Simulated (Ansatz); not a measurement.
A computed series for FeHO2: pressure series

Take FeHO2 (space group Pmn2_1, No. 31; a = 2.774 Å, b = 4.205 Å, c = 4.686 Å; ferromagnetic; a cell from a computed database, its experimental status unchecked) as the base.

Cell and atoms are relaxed at each pressure.

All numbers come from Ansatz (a first-principles code), PBEsol, PAW, cutoff 420 eV, scalar-relativistic without spin-orbit coupling.

Notes on the quantities. enthalpy: H = E + PV relative to the base's energy.

```csv
change,enthalpy,density
base,–,5.40 g/cm³
pressure −1 GPa,-0.04 eV/atom,5.37 g/cm³
pressure 0.3 GPa,+0.01 eV/atom,5.41 g/cm³
pressure 0.7 GPa,+0.03 eV/atom,5.41 g/cm³
pressure 1.5 GPa,+0.06 eV/atom,5.44 g/cm³
pressure 3 GPa,+0.13 eV/atom,5.47 g/cm³
pressure 5 GPa,+0.21 eV/atom,5.52 g/cm³
pressure 7.5 GPa,+0.31 eV/atom,5.57 g/cm³
pressure 10 GPa,+0.42 eV/atom,5.63 g/cm³
```

Load acts through the strain it causes; cell and atoms are relaxed under it. No phonon test of stability was made. No other phases were tried under pressure. No Hubbard U is applied and the magnetic state is the run's own (FeHO2 ferromagnetic); other magnetic orders, which need larger cells, were not tried and can change the gap.
